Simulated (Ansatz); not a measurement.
CsSnBr3 (Pm-3m, No. 221, 5 atoms in the cell; start mp-27214) was calculated with PBE (Ansatz, a first-principles code, plane waves, PAW).

Settings: plane-wave cutoff 520 eV, 6×6×6 k mesh, Fermi–Dirac smearing 0.01 eV, scalar-relativistic PAW data made under PBE.

Cell (relaxed at this level):

Space group Pm-3m (No. 221); a = 5.8949 Å, b = 5.8949 Å, c = 5.8949 Å, α = 90.00°, β = 90.00°, γ = 90.00°

| atom | site | symmetry | x | y | z |
|---|---|---|---|---|---|
| Cs | 1a | m-3m | 0.0000 | 0.0000 | 0.0000 |
| Sn | 1b | m-3m | 0.5000 | 0.5000 | 0.5000 |
| Br | 3c | 4/mm.m | 0.0000 | 0.5000 | 0.5000 |

Q: Estimate the bulk modulus B0 that the calculation returns.

A: 
- bulk modulus B0: 19.4 GPa

Note: the bulk modulus is −V dP/dV from two relaxed cells at ±2 % in volume; the relaxation could not lower the start's symmetry, so the cell can be a saddle point above a distorted one.

Spin–orbit coupling is not included.

Computed values are for the static lattice.

Cost on a shared machine: very roughly 28 core-seconds.

A start named mp-… is a Materials Project structure, which need not be a measured phase.
